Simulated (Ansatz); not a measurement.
Consider this model of amorphous Si₂₄O₅₁Y₂.

```
CELL_PARAMETERS angstrom
     10.51372     0.00000     0.00000
      0.00000    10.51372     0.00000
      0.00000     0.00000    10.51372
ATOMIC_POSITIONS crystal
  Si 0.29911 0.69224 0.64995
  Si 0.72277 0.39517 0.02269
  Si 0.95168 0.47625 0.86896
  Si 0.37658 0.71470 0.90747
  Si 0.12979 0.96449 0.12112
  Si 0.84429 0.65220 0.06192
  Si 0.25746 0.05645 0.88588
  Si 0.18956 0.50897 0.44053
  Si 0.03661 0.73385 0.28672
  Si 0.88226 0.34138 0.39442
  Si 0.67575 0.89483 0.01247
  Si 0.90323 0.05233 0.99525
  Si 0.47431 0.45502 0.87194
  Si 0.44875 0.77855 0.18535
  Si 0.50106 0.96225 0.78242
  Si 0.20196 0.34093 0.95500
  Si 0.08658 0.22518 0.52759
  Si 0.89606 0.85164 0.52285
  Si 0.62878 0.27344 0.26263
  Si 0.05019 0.23510 0.16599
  Si 0.84357 0.56096 0.59976
  Si 0.53961 0.54106 0.61116
  Si 0.02293 0.04523 0.73191
  Si 0.46072 0.50403 0.32437
  O  0.00471 0.83555 0.40410
  O  0.22460 0.57784 0.57357
  O  0.58016 0.13689 0.31268
  O  0.88606 0.70892 0.58175
  O  0.05997 0.18676 0.67750
  O  0.11439 0.09358 0.21294
  O  0.14294 0.83701 0.21806
  O  0.74821 0.53341 0.09538
  O  0.62659 0.94764 0.87514
  O  0.16088 0.32738 0.10599
  O  0.25144 0.98517 0.02749
  O  0.30824 0.48603 0.34434
  O  0.13390 0.37092 0.48740
  O  0.48418 0.43828 0.71634
  O  0.76512 0.76843 0.99857
  O  0.94798 0.60579 0.95659
  O  0.73359 0.32368 0.36615
  O  0.40442 0.87135 0.30634
  O  0.45464 0.67044 0.62684
  O  0.93720 0.22291 0.47746
  O  0.35339 0.74518 0.06135
  O  0.69190 0.56107 0.63367
  O  0.15397 0.98461 0.79324
  O  0.51600 0.38228 0.24685
  O  0.95143 0.18563 0.05714
  O  0.26031 0.82432 0.58238
  O  0.53029 0.97939 0.63312
  O  0.18285 0.11985 0.47173
  O  0.48840 0.63989 0.24993
  O  0.70494 0.28038 0.12512
  O  0.20106 0.19766 0.90208
  O  0.92048 0.69850 0.19259
  O  0.48691 0.60548 0.90888
  O  0.76724 0.01285 0.05751
  O  0.97000 0.94871 0.62051
  O  0.92164 0.50441 0.72046
  O  0.52651 0.49639 0.46439
  O  0.40202 0.07388 0.83376
  O  0.76578 0.90264 0.46328
  O  0.09497 0.42096 0.87845
  O  0.34189 0.40212 0.93342
  O  0.59553 0.38712 0.93588
  O  0.57049 0.85766 0.12210
  O  0.88440 0.47863 0.47261
  O  0.42137 0.83784 0.82900
  O  0.97292 0.32832 0.26437
  O  0.00193 0.93920 0.04054
  O  0.10110 0.60902 0.35111
  O  0.84382 0.37879 0.92559
  O  0.26493 0.66816 0.80496
  O  0.91088 0.05889 0.84053
  Y  0.58090 0.97409 0.43386
  Y  0.21904 0.93070 0.42169
```

Methods: PBE, scalar-relativistic without spin-orbit coupling (Ansatz, a first-principles code); r2SCAN, scalar-relativistic without spin-orbit coupling (Ansatz); HSE06, scalar-relativistic without spin-orbit coupling (Ansatz). Neutral PBE cell, which sets geometry, pressure and energy: sampling: a 2×2×2 Γ-centred mesh; Fermi-Dirac width 0.02 eV; no spin polarisation. Exact exchange is cut at the faces of this 11 Å cell, which leaves hybrid gaps a finite-size error.

The cell was made by melting and quenching with the CHGNet potential and then relaxed with DFT. O atoms were pushed apart under 1.9 Å during the dynamics, to hinder bonds among them. The hot cell started wider than the set density and was brought back towards it in steps. It is the lowest in DFT energy of 2 quenches. It is a model cell: composition and starting density were chosen by hand, and all elements were melted together. No dispersion term was used. Its density started from a set value of 2.38 and ended at 2.38 g/cm³. Cooling (nominally 320 K/ps over its main leg) ran many orders faster than in experiment, which tends to leave more defects and strain. One small periodic cell is one sample of the glass; other quenches scatter about these values. The volume was held where the preparation left it.

### Question
Give the pressure and the spacing of the highest filled and lowest empty levels.

### Answer

| Item | Result |
|---|---|
| Pressure on a 2×2×2 Γ-centred mesh | -1.79 GPa |
| Largest force and stress component on that mesh (the relaxation ran on the zone centre alone) | 0.02 eV/Å and 3.2 GPa |
| Level gap on a 2×2×2 Γ-centred mesh (PBE) | 4.56 eV |
| Level gap at the zone centre (PBE) | 4.56 eV |
| Level gap at the zone centre (r2SCAN) | 5.17 eV |
| Level gap at the zone centre (HSE06) | 6.27 eV |
| Distance between the nearest levels spread over more than a fifth of the atoms or a third of the atoms of their main element (six at least) (PBE, zone centre) | 4.87 eV |

### Question
At PBE and the zone centre, how localised are the states just below and above the Fermi level (participation number: the atoms over which a state spreads)?

### Answer
The highest filled state is spread over 6.3 atoms' worth, largest on O52, with weights by element (charge in smoothed Voronoi cells) O 0.96, Si 0.03, Y 0.01. The lowest empty state is spread over 43.5 atoms' worth, largest on Y76, with weights by element (charge in smoothed Voronoi cells) O 0.65, Si 0.22, Y 0.13.

At PBE the levels at the filled edge of the gap are localised (band-tail or defect states), and the nearest spread-out levels lie 4.9 eV apart at the zone centre.

Cut-offs for bonds: Si-Si 2.60 Å, Si-O 1.90 Å, Si-Y 3.09 Å, O-O 1.58 Å, O-Y 2.82 Å, Y-Y 3.74 Å. Two cations that share two anions don't count as bonded, nor two that share one unless they lie closer than Si-Si 2.38 Å, Si-Y 3.01 Å, Y-Y 3.64 Å.

Added carriers, by Ansatz with PBE, scalar-relativistic without spin-orbit coupling on the zone centre alone. Charged cells keep the cell fixed and stand in a uniform background, with no image correction, at a width of 0.01 eV; where the count is odd the moment is locked at 1 μB, unless the neutral cell bore moments. Each starts from the undistorted neutral geometry alone. PBE's self-interaction favours spread-out carriers, so it can miss traps that a hybrid finds.

### Question
What happens at PBE when the cell takes an extra electron and the atoms relax?

### Answer
Relaxation lowers the charged cell by 0.29 eV. The largest moves are Y77 0.31 Å, O51 0.17 Å, O25 0.16 Å, O67 0.15 Å. The level that holds the added charge spreads over 5.1 atoms' worth, most on Y77 (weight 0.37): a localised (trapped) carrier, which neighbours of that atom can share. Bonds broken: O25-Y77. Made neutral again at that geometry, the cell lies +0.77 eV from the neutral start.

### Question
What happens at PBE when the cell takes a hole and the atoms relax?

### Answer
Relaxation lowers the charged cell by 0.07 eV. The largest moves are O26 0.08 Å, O29 0.06 Å, O44 0.04 Å, O70 0.04 Å. The level that was emptied spreads over 13.7 atoms' worth, most on O50 (weight 0.15): a partly localised carrier. No bond crosses its cut-off with a change of over 0.15 Å (metal-metal contacts aside). Made neutral again at that geometry, the cell lies +0.12 eV from the neutral start.
